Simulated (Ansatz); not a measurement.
**BP (model structure, started from the BeO type, P4₂/mnm, No. 136, 8 atoms in the cell): properties by level of theory**

| level (code) | lattice parameter a (Å) | lattice parameter c (Å) | cohesive energy (eV/atom) |
|---|---|---|---|
| LDA (Ansatz) | … | 3.167 | … |
| PBEsol (Ansatz) | … | 3.187 | … |
| PBE-D3(BJ) (Ansatz) | 5.515 | 3.180 | 5.46 |
| r²SCAN+rVV10 (Ansatz) | 5.543 | 3.193 | 5.26 |

### Question
Some entries are withheld; supply them.

### Answer

- LDA (Ansatz, a first-principles code), lattice parameter a (Å): 5.494
- LDA (Ansatz), cohesive energy (eV/atom): 6.08
- PBEsol (Ansatz), lattice parameter a (Å): 5.532
- PBEsol (Ansatz), cohesive energy (eV/atom): 5.58

Ansatz's density-functional and Hartree–Fock values are scalar-relativistic unless marked +SOC, with PAW data made under PBE.

Free atoms are spin-polarised, in the lowest state found; at levels without +SOC their spin–orbit coupling is left out.

The computed numbers hold no vibrational or temperature effects.

A model structure was made by putting elements into a prototype or built by hand; it is no filed structure, need not be a known phase, and can be a saddle point held by its symmetry.
